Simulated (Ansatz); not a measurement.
Ansatz (a quantum-chemistry and plane-wave program) run on CrW (Cmm2, 2 atoms in the cell): self-consistent single point.

Method of the run: PBEsol, default PAW files made with PBE (plane waves; Ansatz).

```yaml
crystal:
  lattice:
    - [1.53661, -2.20218, 0.00000]
    - [1.53661, 2.20218, 0.00000]
    - [0.00000, 0.00000, 4.23919]
  atoms:
    - { symbol: Cr, position: [0.00000, 0.00000, 0.01179] }
    - { symbol: W, position: [0.50000, 0.50000, 0.50000] }
```

Reference input (self-consistent single point, DFT, PBEsol, plane waves, default PAW files made with PBE): basis.ecutwfc = 420 eV; kpoints.mp_grid.grid = 13 13 8; hamiltonian.xc = pbesol; hamiltonian.pseudopotentials = {kind: paw} (the program's default PAW files); scf.occupations.method = gaussian; scf.occupations.width = 0.1 eV. This run's input differs from it in these lines:

Ansatz 0.2 input:
```diff
@@ -12,3 +12,3 @@
   mp_grid:
-    grid: [13, 13, 8]
+    grid: [21, 21, 13]
 hamiltonian:
@@ -19,4 +19,4 @@
   occupations:
-    method: gaussian
-    width: 0.1
+    method: cold
+    width: 0.05
 output:
```

Output (repeated stretches shortened):

```
SCF iter   1: F=—  HF=-13605.464732 eV  |F-HF|=—  |Δ(HF+E_count)|=         —  Δρ=2.48e-2  dr2=2.47e-1  ethr=1.77e-3  ⟨swp⟩=5.0  Hψ=61664  notcnv=0
all-band conjugate gradients solve this SCF's bands
preconditioner: auto → none
SCF iter   2: F=—  HF=-13605.453795 eV  |F-HF|=—  |Δ(HF+E_count)|=   1.09e-2  S|Δr|=    0.00e0  Δρ=1.46e-2  dr2=1.03e-1  ethr=8.82e-4  ⟨swp⟩=2.0  Hψ=25012  notcnv=0  defer=85
   [... lines left out ...]
SCF iter   6: F=—  HF=-13605.446078 eV  |F-HF|=—  |Δ(HF+E_count)|=   2.32e-6  S|Δr|=    0.00e0  Δρ=5.31e-5  dr2=1.39e-6  ethr=4.45e-8  ⟨swp⟩=2.0  Hψ=21601  notcnv=0  defer=90
SCF iter   7: F=-13605.446078 eV  HF=-13605.446078 eV  |F-HF|=1.39e-8  |Δ(HF+E_count)|=   6.13e-8  S|Δr|=    0.00e0  Δρ=2.11e-5  dr2=7.21e-8  ethr=3.57e-10  ⟨swp⟩=3.4  Hψ=57049  notcnv=0
the search or the solves at the SCF's close seem to have found levels that the self-consistency loop had missed (the run counts 1) …
SCF 1 converged in 7 iterations: F = -13605.446078 eV  dr2 = 7.21e-8
Stability not checked (fill_not_monotonic)
Free energy (F): -13605.446078 eV
Internal energy: -13605.445845 eV  (E = F + TS)
E sigma→0 (E₀):  -13605.446001 eV
Entropy (-TS):   -0.000233 eV (-0.117 meV/atom)
Fermi energy:    19.958628 eV
--- Forces (eV/Å), atoms counted from 1 ---
  atom   1  Cr     0.00000000     0.00000000    -0.54872500
  atom   2  W      0.00000000     0.00000000     0.54873981
--- Stress (GPa, compression-positive) ---
      -12.553901       0.000000       0.000000
        0.000000     -13.398556       0.000000
        0.000000       0.000000     -12.740273
  P = ⅓ Tr σ = -12.8976 GPa (-128.976 kbar)
  The stress holds the Pulay correction. Without it, at fixed plane waves, as pw.x and ABINIT print it: P = -12.9676 GPa
```

The run converged in 7 iterations. Against the reference run the free energy rises by 5.1 meV/atom, the pressure moves little (-12.91 to -12.90 GPa) and the largest force hardly changes (0.554 to 0.549 eV/Å).

The starting cell comes from a database of computed structures (which also holds hypothetical and non-ambient phases and stackings), without a prior relaxation at this level. Its lattice was rescaled by up to half a per cent. One atom was moved a little off its site on purpose. Spin polarisation is off. With a pressure of about -13 GPa the cell is away from its equilibrium volume at this level. Ansatz's pressure includes its estimate of the finite-basis (Pulay) stress.

Cost on one core of a shared machine: roughly 50 s.
